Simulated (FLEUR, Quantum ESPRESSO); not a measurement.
A Quantum ESPRESSO input for a self-consistent single point of CaMoF6 (R-3, 8 atoms in the cell) (DFT, LDA (PW92)+U, plane waves, PseudoDojo standard norm-conserving (LDA) pseudopotentials):

```fortran
&control
   calculation = 'scf'
   prefix = 'pwscf'
   outdir = './work'
   pseudo_dir = './'
   tprnfor = .true.
   tstress = .true.
/
&system
   ibrav = 5
   celldm(1) = 11.182790012
   celldm(4) = 0.55137158641
   nat = 8
   ntyp = 3
   ecutwfc = 85
   occupations = 'smearing'
   smearing = 'fermi-dirac'
   degauss = 0.000734986
   nspin = 2
   starting_magnetization(2) = 0.143
/
&electrons
   conv_thr = 1.0e-11
   mixing_beta = 0.3
/
ATOMIC_SPECIES
Ca    40.0780  Ca.upf
Mo    95.9500  Mo.upf
F     18.9984  F.upf
ATOMIC_POSITIONS crystal
Ca    0.500000000    0.500000000    0.500000000
Mo    0.000000000    0.000000000    0.000000000
F     0.134770000    0.327237000    0.773310000
F     0.865230000    0.672763000    0.226690000
F     0.773310000    0.134770000    0.327237000
F     0.226690000    0.865230000    0.672763000
F     0.327237000    0.773310000    0.134770000
F     0.672763000    0.226690000    0.865230000
K_POINTS automatic
3 3 3  0 0 0
HUBBARD {ortho-atomic}
U Mo-4d 2
```

Task: Write the same calculation as an input for FLEUR.

Result: This is the input that was run; spellings and numerical settings could be chosen otherwise.

Input of the input generator:

```
scf CaMoF6
&input film=f /
5.2963729643 3.0578623567 9.3623022646
-5.2963729643 3.0578623567 9.3623022646
-0.0000000000 -6.1157247134 9.3623022646
1.0
1.0 1.0 1.0

8
20 0.5000000000 0.5000000000 0.5000000000 : 0.00
42 0.0000000000 0.0000000000 0.0000000000 : 2.00
9 0.1347700000 0.3272370000 0.7733100000 : 0.00
9 0.8652300000 0.6727630000 0.2266900000 : 0.00
9 0.7733100000 0.1347700000 0.3272370000 : 0.00
9 0.2266900000 0.8652300000 0.6727630000 : 0.00
9 0.3272370000 0.7733100000 0.1347700000 : 0.00
9 0.6727630000 0.2266900000 0.8652300000 : 0.00

&comp jspins=2 /
&exco xctyp='pz' /
&kpt div1=3 div2=3 div3=3 /
&end /
```

```xml
<?xml version="1.0" encoding="UTF-8" standalone="no"?>
<fleurInput fleurInputVersion="0.39">
   <comment>
      scf CaMoF6                                                                                          
   </comment>
   <calculationSetup>
      <cutoffs Kmax="4.7" Gmax="14.1" GmaxXC="14.1" numbands="0"/>
      <scfLoop itmax="80" minDistance="0.00001" maxIterBroyd="99" imix="Anderson" alpha="0.05" precondParam="0.0" spinf="2.0"/>
      <coreElectrons ctail="T" frcor="F" kcrel="0" coretail_lmax="0"/>
      <xcFunctional name="pz" relativisticCorrections="F"/>
      <magnetism jspins="2"/>
      <soc l_soc="F" theta="0.0" phi="0.0" spav="F"/>
      <expertModes spex="0" secvar="F"/>
      <geometryOptimization l_f="T" forcealpha="1.0" forcemix="BFGS" epsdisp="0.00001" epsforce="0.00001"/>
      <ldaU l_linMix="F" mixParam="0.05" spinf="1.0"/>
   </calculationSetup>
   <cell>
      <bzIntegration valenceElectrons="66.0" mode="hist" fermiSmearingEnergy="0.00036749">
         <kPointListSelection listName="default-1"/>
         <!-- k-points included here -->
         <xi:include xmlns:xi="http://www.w3.org/2001/XInclude" href="kpts.xml"> </xi:include>
      </bzIntegration>
      <!-- symmetry operations included here -->
      <xi:include xmlns:xi="http://www.w3.org/2001/XInclude" href="sym.xml"> </xi:include>
      <bulkLattice scale="1.0">
         <bravaisMatrix>
            <row-1>    5.2963729642999997     3.0578623566999998     9.3623022646000003</row-1>
            <row-2>   -5.2963729642999997     3.0578623566999998     9.3623022646000003</row-2>
            <row-3>    0.0000000000000000    -6.1157247133999997     9.3623022646000003</row-3>
         </bravaisMatrix>
      </bulkLattice>
   </cell>
   <atomSpecies>
      <species name="Calcium (Ca)" element="Ca" atomicNumber="20">
         <mtSphere radius="2.68" gridPoints="925" logIncrement="0.013"/>
         <atomicCutoffs lmax="10" lnonsphr="8"/>
         <electronConfig flipSpins="F">
            <coreConfig>(1s1/2) (2s1/2) (2p1/2) (2p3/2)</coreConfig>
            <valenceConfig>(3s1/2) (3p1/2) (3p3/2) (4s1/2)</valenceConfig>
         </electronConfig>
         <energyParameters s="4" p="4" d="3" f="4"/>
         <lo type="SCLO" l="0" n="3" eDeriv="0"/>
         <lo type="SCLO" l="1" n="3" eDeriv="0"/>
      </species>
      <species name="Molybdenum2.000" element="Mo" atomicNumber="42">
         <mtSphere radius="2.21" gridPoints="763" logIncrement="0.017"/>
         <atomicCutoffs lmax="8" lnonsphr="6"/>
         <electronConfig flipSpins="F">
            <coreConfig>(1s1/2) (2s1/2) (2p1/2) (2p3/2) (3s1/2) (3p1/2) (3p3/2) (3d3/2) (3d5/2)</coreConfig>
            <valenceConfig>(4s1/2) (4p1/2) (4p3/2) (5s1/2) (4d3/2) (4d5/2)</valenceConfig>
            <stateOccupation state="(5s1/2)" spinUp="0.5" spinDown="0.5"/>
            <stateOccupation state="(4d3/2)" spinUp="1.0" spinDown="1.0"/>
            <stateOccupation state="(4d5/2)" spinUp="2.5" spinDown="0.5"/>
         </electronConfig>
         <energyParameters s="5" p="5" d="4" f="4"/>
         <ldaU l="2" U="2.0" J="0.0" l_amf="F"/>
         <lo type="SCLO" l="0" n="4" eDeriv="0"/>
         <lo type="SCLO" l="1" n="4" eDeriv="0"/>
      </species>
      <species name="Fluorine (F)" element="F" atomicNumber="9">
         <mtSphere radius="1.24" gridPoints="431" logIncrement="0.024"/>
         <atomicCutoffs lmax="6" lnonsphr="4"/>
         <electronConfig flipSpins="F">
            <coreConfig>(1s1/2)</coreConfig>
            <valenceConfig>(2s1/2) (2p1/2) (2p3/2)</valenceConfig>
            <stateOccupation state="(2p1/2)" spinUp="0.8333333333" spinDown="0.8333333333"/>
            <stateOccupation state="(2p3/2)" spinUp="1.666666667" spinDown="1.666666667"/>
         </electronConfig>
         <energyParameters s="2" p="2" d="3" f="4"/>
      </species>
   </atomSpecies>
   <atomGroups>
      <atomGroup species="Calcium (Ca)">
         <relPos label="                   1">1.000/2.000 1.000/2.000 1.000/2.000</relPos>
         <force calculate="T" relaxXYZ="TTT"/>
      </atomGroup>
      <atomGroup species="Molybdenum2.000">
         <relPos label="                   2">.0000000000 .0000000000 .0000000000</relPos>
         <force calculate="T" relaxXYZ="TTT"/>
      </atomGroup>
      <atomGroup species="Fluorine (F)">
         <relPos label="                   3">.1347700000 .3272370000 -.2266900000</relPos>
         <relPos label="                   4">-.1347700000 -.3272370000 .2266900000</relPos>
         <relPos label="                   5">-.2266900000 .1347700000 .3272370000</relPos>
         <relPos label="                   6">.2266900000 -.1347700000 -.3272370000</relPos>
         <relPos label="                   7">.3272370000 -.2266900000 .1347700000</relPos>
         <relPos label="                   8">-.3272370000 .2266900000 -.1347700000</relPos>
         <force calculate="T" relaxXYZ="TTT"/>
      </atomGroup>
   </atomGroups>
   <output dos="F" band="F" slice="F">
      <checks vchk="F" cdinf="F"/>
      <bandDOS minEnergy="-.5*Htr" maxEnergy="0.5*Htr" sigma="0.015" storeEVData="T"/>
      <vacuumDOS vacdos="F" integ="F" star="F" nstars="0" locx1="0.0" locy1="0.0" locx2="0.0" locy2="0.0" nstm="0" tworkf="0.0"/>
      <unfoldingBand unfoldBand="F" supercellX="1" supercellY="1" supercellZ="1"/>
      <plotting iplot="0" polar="F">
         <plot TwoD="T" vec1="  1.0  0.0  0.0" vec2="  0.0  1.0  0.0" vec3="  0.0  0.0  1.0" zero="  0.0  0.0  0.0" file="plot"/>
      </plotting>
      <chargeDensitySlicing numkpt="0" minEigenval="0.0" maxEigenval="0.0" nnne="0" pallst="F"/>
      <specialOutput eonly="F"/>
      <magneticCircularDichroism mcd="F" energyLo="-10.0" energyUp="0.0"/>
   </output>
  <!-- We include the file relax.xml here to enable relaxations (see documentation) -->
  <xi:include xmlns:xi="http://www.w3.org/2001/XInclude" href="relax.xml"> <xi:fallback/> </xi:include>
</fleurInput>
```

Basis, cutoffs, solver keys and any potentials are the target program's own. This input uses DFT, LDA (Perdew-Zunger)+U, all-electron FLAPW (FLEUR), scalar-relativistic valence. LDA parametrisations can differ slightly between programs.

The starting cell comes from a database of computed structures (which also holds hypothetical and non-ambient phases and stackings), without a prior relaxation at this level.
